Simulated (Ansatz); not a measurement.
Reference: MgO (Fm-3m), r2SCAN, rigid bands (plane waves, PAW, scalar-relativistic; Ansatz, a quantum-chemistry and plane-wave program); axes and stresses refer to this cell.

```yaml
crystal:
  lattice:
    - [0.00000, 2.10707, 2.10707]
    - [2.10707, 0.00000, 2.10707]
    - [2.10707, 2.10707, 0.00000]
  atoms:
    - { symbol: Mg, position: [0.00000, 0.00000, 0.00000] }
    - { symbol: O, position: [0.50000, 0.50000, 0.50000] }
```

- band gap = 5.61 eV
- hole conductivity mass = 2.3 mₑ
- Seebeck coefficient, n-type 1e19 cm⁻³ = -178 μV/K

**Question.** Change: uniaxial stress along [001] of 15 GPa (compression positive). What happens to band gap, hole conductivity mass, Seebeck coefficient, n-type 1e19 cm⁻³?

**Answer.** band gap moves little, to 5.78 eV; hole conductivity mass falls to 1.96 mₑ; Seebeck coefficient, n-type 1e19 cm⁻³ moves little, to -180 μV/K.

Masses are for dilute carriers at 300 K, harmonic means over directions unless an axis is named. Seebeck coefficients are for the stated density at 300 K, with one relaxation time for all states and whether or not that doping can be reached. Spin-orbit coupling is left out unless a row names it. Stresses and pressures are the targets of the relaxation.  The structure type is held under load, also where the real crystal would transform.
